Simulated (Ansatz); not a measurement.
**Hypothetical anti-perovskite Mg3PbO: response to strain**

Start from Mg$_{3}$PbO in the anti-perovskite structure (space group Pm-3m, No. 221; a hypothetical phase, not in the database extracts checked).

```yaml
crystal:
  lattice:
    - [4.38481, 0.00000, 0.00000]
    - [0.00000, 4.38481, 0.00000]
    - [0.00000, 0.00000, 4.38481]
  atoms:
    - { symbol: Mg, position: [0.00000, 0.50000, 0.50000] }
    - { symbol: Mg, position: [0.50000, 0.00000, 0.50000] }
    - { symbol: Mg, position: [0.50000, 0.50000, 0.00000] }
    - { symbol: Pb, position: [0.00000, 0.00000, 0.00000] }
    - { symbol: O, position: [0.50000, 0.50000, 0.50000] }
```

Cartesian axes are those of the cell as printed.

Strains are applied to the cell and any free atomic positions relax; under biaxial strain the out-of-plane vector relaxes too; under stress the whole cell relaxes.

Level of theory: plane-wave PAW DFT at the PBEsol level (Ansatz, an electronic-structure program, 420 eV), without spin-orbit coupling.

Notes on the quantities. energy relative to the base: free energy F; pressure: mean of the normal stresses, compression positive.

```csv
change,energy relative to the base,shortest interatomic distance,pressure
base,0 meV/atom,2.192 Å,0.0 GPa
"biaxial strain +1.64 %, plane normal [001], relaxed out of plane",+3.4 meV/atom,2.167 Å,-1.3 GPa
isotropic strain +4.33 %,+53 meV/atom,2.287 Å,-6.7 GPa
isotropic strain +4.81 %,+65 meV/atom,2.298 Å,-7.2 GPa
"uniaxial stress, 1 GPa tension along x",+0.5 meV/atom,2.187 Å,–
```

Without a gap, meshes like the base's 11×11×11 leave anisotropic stresses uncertain by several tenths of a GPa, and small strain energies with them. Beyond what the load breaks, stability against distortions was not tested. All final runs are without spin polarisation.
